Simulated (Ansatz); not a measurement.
Consider WC (space group P-6m2, No. 187; a = 2.884 Å, c = 2.812 Å; relaxed with 0.1 eV smearing). Axes: x lies along a and z along c of the hexagonal cell.

The values are results of LDA (Ansatz, a program for electronic structure), no spin-orbit coupling, not measurements.

Perturbation: uniaxial strain ε_xx = +1.50 %, all other strain components held at zero; the atoms relax in the strained cell.

Problem. Predict the stress tensor and what it implies for the stiffness.

Solution. Stress of the strained cell less that of the base (GPa, compression positive):
```
  -10.8     0.0     0.0
    0.0    -3.7     0.0
    0.0     0.0    -2.8
```

Then −Δσ_ii/ε with ε = 0.0150 gives secant stiffness values (nonlinear terms included at this strain): C11 ≈ 718 GPa, C12 ≈ 246 GPa and C13 ≈ 189 GPa.

As a check, the harmonic strain energy −½ V₀ Δσ:ε is 5.1 meV/atom; the computed energy rise is 5.2 meV/atom.

Stability against distortions was not tested. All final runs are without spin polarisation.
